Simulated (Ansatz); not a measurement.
## Bi2S3 (model structure, started from the A-La2O3 type, P-3m1, No. 164, 5 atoms in the cell)

Calculation: r²SCAN (Ansatz, a first-principles code, plane waves, PAW).

Numerical settings: plane-wave cutoff 560 eV, 12×12×4 k mesh (along the axes of the cell as run), Fermi–Dirac smearing 0.01 eV, scalar-relativistic PAW data made under PBE.

Cell (relaxed with PBEsol):

```yaml
crystal:
  lattice:
    - [3.99572, 0.00000, 0.00000]
    - [-1.99786, 3.46040, 0.00000]
    - [0.00000, 0.00000, 9.55701]
  atoms:
    - { symbol: Bi, position: [0.33333, 0.66667, 0.19340] }
    - { symbol: Bi, position: [0.66667, 0.33333, 0.80660] }
    - { symbol: S, position: [0.00000, 0.00000, 0.00000] }
    - { symbol: S, position: [0.33333, 0.66667, 0.65607] }
    - { symbol: S, position: [0.66667, 0.33333, 0.34393] }
```

```
Property                                      Result
-------------------------------------------  -------
band gap                                     1.12 eV
smallest direct gap on the k points sampled  1.14 eV
```

Note: the relaxation could raise the start's symmetry but not lower it, so the cell can be a saddle point; cell and atoms aren't relaxed at this level (largest force component 0.15 eV/Å, pressure 1.6 GPa).

Spin–orbit coupling is not included; with these elements it can move the gap by several tenths of an eV or more.

Computed values are for the static lattice.

Cost on a shared machine: roughly 70 core-seconds.

A model structure was made by putting elements into a prototype or built by hand; it is no filed structure, need not be a known phase, and can be a saddle point held by its symmetry.
